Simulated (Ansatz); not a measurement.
The parent structure is Re (space group R-3m, No. 166; a = 2.753 Å, c = 19.965 Å (hexagonal axes); a cell from a computed database, its experimental status unchecked; relaxed with 0.1 eV smearing). Axes: x lies along a and z along c of the hexagonal cell.

All numbers come from PBEsol, PAW, 420 eV (Ansatz, an electronic-structure program; without spin-orbit coupling).

Now apply this change: the cell is scaled by 1.0258 in all directions, atoms relaxed at fixed cell.

Task: Predict the stress tensor and what it implies for the stiffness.

Result: Stress of the strained cell less that of the base (GPa, compression positive):
```
  -25.0     0.0     0.0
    0.0   -25.0     0.0
    0.0     0.0   -25.3
```

Then B = −ΔP/(ΔV/V₀) with ΔV/V₀ = 0.0794 gives secant stiffness values (nonlinear terms included at this strain): B (at held cell shape, above the free-shape value) ≈ 316 GPa.

As a check, the harmonic strain energy −½ V₀ Δσ:ε is 88 meV/atom; the computed energy rise is 97 meV/atom.

Whether these cells are dynamically stable was not tested. The final runs are not spin-polarised. This is not the structure that Re has at room temperature and ambient pressure.
